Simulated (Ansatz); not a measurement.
Band structure of BaAlGeH (P3m1, 4 atoms in the cell).

```
BaAlGeH
1.0
    4.40073     0.00000     0.00000
   -2.20036     3.81114     0.00000
    0.00000     0.00000     5.27210
Ba Al Ge H
1 1 1 1
Cartesian
  0.00000   2.54076   0.52204
  0.00000   0.00000   3.38126
  2.20037   1.27038   2.91410
  0.00000   0.00000   5.12917
```

Method of the run: LDA (PW92), PAW files made with PBE (plane waves; Ansatz, a first-principles code).

Settings: kpoints.mp_grid.grid = 5 5 3; hamiltonian.xc = lda; hamiltonian.pseudopotentials = {kind: paw} (the program's default PAW files); scf.occupations.method = fermi_dirac; scf.occupations.width = 0.01 eV; kpoints.band_path.npoints = 8.

The starting cell comes from a database of computed structures (which also holds hypothetical and non-ambient phases and stackings), without a prior relaxation at this level. Its lattice was rescaled by a random factor within 2.5 % of one.

Predict the gap along the standard path and the places of the band edges.

The gap along the path is 0.77 eV, from a point between A and L to M; the smallest direct gap on it is 1.06 eV.

Levels in eV from the top of the valence band on the path, bands 11 to 17:
| point | 11 | 12 | 13 | 14 | 15 | 16 | 17 |
|---|---|---|---|---|---|---|---|
| Γ | -4.26 | -0.76 | -0.39 | -0.39 | 0.97 | 3.18 | 3.18 |
| M | -5.73 | -2.94 | -1.05 | -0.46 | 0.77 | 2.20 | 3.02 |
| K | -5.53 | -2.96 | -2.55 | -0.65 | 1.25 | 2.81 | 3.80 |
| A | -5.17 | -0.04 | -0.04 | -0.02 | 1.04 | 1.91 | 1.91 |
| L | -5.28 | -3.19 | -1.51 | -0.77 | 1.63 | 3.42 | 4.00 |
| H | -5.72 | -2.94 | -2.13 | -0.42 | 3.01 | 3.51 | 4.49 |

Keys are those of Ansatz 0.2.
